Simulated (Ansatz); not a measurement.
**Point defect Al on the Si site + N on the C site (Al_Si+N_C) in 4H silicon carbide**

These are HSE06, PAW (plane waves to 420 eV; Ansatz, a program for electronic structure) values and carry that method's errors. Details: 96-site cell; lattice scaled to a tabulated measured volume, 10.36 Å³ a site; 2×2×2 shifted k-points; start: the Si(k) site; C(k) 1.89 Å away, along c; energies good to tenths of an eV; relaxed from one start, so a lower configuration may exist; atoms relaxed at one k-point, and further on this mesh where forces passed 0.1 eV/Å.

Neighbours after relaxation, in Å: of the Al atom: C 1.96, C 1.96, C 1.96, N 2.02; of the N atom: Si 1.86, Si 1.86, Si 1.86, Al 2.02.

The name describes the start; the neighbours show where the atoms ended.

| charge | moment (μB) | largest move off a lattice site (Å) |
|---|---|---|
| 0 | not spin-polarised | 0.10 |
